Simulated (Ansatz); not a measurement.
**O on the Cl site (rock-salt AgCl host)**

Calculation: PBE, PAW (plane waves to 420 eV; Ansatz, a first-principles code). The supercell holds 64 host sites (2×2×2 repeats of a cell of 8 atoms), with a 2×2×2 shifted k-point sampling for the final energies. Site at the start: the Cl site. Charged cells carry a point-charge image correction with potential alignment at far atoms. Dielectric constants: PBE linear response of the host. Host gap at this level: 0.92 eV. A cell of this size leaves errors of a few tenths of an eV. PBE underestimates the host's gap, which shifts levels and can delocalise carriers. Spin–orbit coupling is left out. Each state is the lowest found from its start.

Formation energies E_f are given with the Fermi level at the valence-band maximum. Chemical conditions: Ag-rich (Δμ(Cl) = -0.90 eV, Δμ(O) = -0.27 eV, bounded by Ag2O (Pn-3m); only phases computed here count, gases as isolated molecules at 0 K). Reference phases: Cl: Cl2 molecule in a box, O: O2 molecule in a box.

Charges with a result: +1, 0, −1. Others weren't obtained, and one of them could lie lower, also by skipping a charge.

| charge | moment (μB) | point group | largest move off a lattice site (Å) | image correction with alignment (eV) | E_f, Ag-rich (eV) |
|---|---|---|---|---|---|
| +1* | not spin-polarised | – | 0.88 | – | – |
| 0† | 1.0 | – | 0.87 | 0.00 | 0.95 |
| −1 | not spin-polarised | near C3 | 0.91 | 0.16 | 1.10 |

* At this level the carrier isn't localised at the defect: at charge +1 holes occupy the valence band. Such a state is shallow or no state of the defect, and this cell gives it no level.

† Not settled in this cell, so no level is given: charge 0: a level filled in part, carriers not clearly localised.

Point groups are those of the whole cell at tolerances of 0.03 and 0.1 Å ("near" where only the looser one holds); none is given for unsettled states.

Flagged in the runs: a doubtful potential alignment, a strain field that reaches the edge of the cell.

All states together cost around 5 core-hours (rough).
